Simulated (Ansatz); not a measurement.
The parent structure is CuI (space group P-3m1, No. 164; a = 4.095 Å, c = 7.212 Å; a cell from a computed database, its experimental status unchecked; layered, stacked along the Cartesian z axis).

Levels (all Ansatz, an electronic-structure program, PAW): r2SCAN+rVV10 (500 eV, no spin-orbit coupling); HSE06 (420 eV, without spin-orbit coupling).

The geometry is relaxed with r2SCAN+rVV10.

- r2SCAN+rVV10 lowest conduction level above the VBM at special points: Γ 2.09 eV; L 2.84 eV; K 3.06 eV

Q: How does going to HSE06 change the lowest conduction level above the VBM at special points?

A: The lowest conduction level above the VBM at special points changes from Γ 2.09 eV; L 2.84 eV; K 3.06 eV to Γ 2.95 eV; L 3.80 eV; K 3.91 eV.

Single points use the geometry relaxed with r2SCAN+rVV10. The levels and masses belong to the bands next to the band gap. No phonon test of stability was made. The final runs are not spin-polarised. This is not the structure that CuI has at room temperature and ambient pressure.
